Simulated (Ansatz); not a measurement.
Start from SnO in the litharge type structure (space group P4/nmm, No. 129; layered, stacked along the Cartesian z axis).

Space group P4/nmm, origin choice 1 (No. 129); a = b = 3.837 Å, c = 4.759 Å, α = β = γ = 90.00°

```json
[
 {"atom": "Sn", "site": "2c", "symmetry": "4mm", "x": "0.5000", "y": "0.0000", "z": "0.2434"},
 {"atom": "O", "site": "2a", "symmetry": "-4m2", "x": "0.0000", "y": "0.0000", "z": "0.0000"}
]
```

All numbers come from plane-wave PAW DFT at the PBE-D3(BJ) level (Ansatz, a first-principles code, 420 eV), scalar-relativistic without spin-orbit coupling.

For the base:

| Quantity | Result |
|---|---|
| Lattice parameter a | 3.837 Å |
| c/a ratio | 1.240 |

The change: a hydrostatic pressure of 30 GPa.

Problem. Estimate the effect on the lattice parameter a.

Solution. The lattice parameter a drops by 0.266 Å (3.837 Å → 3.571 Å).

Problem. Predict the new c/a ratio.

Solution. The c/a ratio drops by 0.113 (1.240 → 1.127).

Load acts through the strain it causes; cell and atoms are relaxed under it. No phonon test of stability was made. Competing high-pressure phases were not computed. All final runs are without spin polarisation.
